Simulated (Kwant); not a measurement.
Model system: In0.53Ga0.47As/In0.52Al0.48As stack with 2 barriers. One parabolic valley. Leads of mass 0.041 mₑ with the band edge at 0; grid 0.1 nm; bias 0.16 V, dropping linearly over the stack.

```json
[
 {"layer": "1", "thickness (nm)": "1.8", "band offset (eV)": "0.52", "mass (mₑ)": "0.075"},
 {"layer": "2", "thickness (nm)": "7.7", "band offset (eV)": "0", "mass (mₑ)": "0.041"},
 {"layer": "3", "thickness (nm)": "1.8", "band offset (eV)": "0.52", "mass (mₑ)": "0.075"}
]
```

The device is made up for the run: typed textbook-type constants, with dimensions and the other settings drawn at random.

Kwant, one-band effective-mass tight-binding model in one dimension, coherent, no space charge.

Sweep values stay those of the base run.

The thickness of the first barrier was swept, all else fixed.

```json
[
 {"thickness of the first barrier (nm)": "1.1", "transmission at E = 0.1132 eV": "0.040", "mean transmission over the sweep": "0.20", "transmission at E = 0.3344 eV": "0.13", "transmission at E = 0.4482 eV": "0.14"},
 {"thickness of the first barrier (nm)": "1.4", "transmission at E = 0.1132 eV": "0.024", "mean transmission over the sweep": "0.16", "transmission at E = 0.3344 eV": "0.088", "transmission at E = 0.4482 eV": "0.10"},
 {"thickness of the first barrier (nm)": "1.8", "transmission at E = 0.1132 eV": "0.012", "mean transmission over the sweep": "0.11", "transmission at E = 0.3344 eV": "0.051", "transmission at E = 0.4482 eV": "0.074"},
 {"thickness of the first barrier (nm)": "2.2", "transmission at E = 0.1132 eV": "0.0064", "mean transmission over the sweep": "0.077", "transmission at E = 0.3344 eV": "0.031", "transmission at E = 0.4482 eV": "0.055"},
 {"thickness of the first barrier (nm)": "2.5", "transmission at E = 0.1132 eV": "0.0039", "mean transmission over the sweep": "0.054", "transmission at E = 0.3344 eV": "0.021", "transmission at E = 0.4482 eV": "0.044"}
]
```

From the first row to the last the transmission at E = 0.1132 eV goes from 0.040 to 0.0039. From the first row to the last the mean transmission over the sweep goes from 0.20 to 0.054.
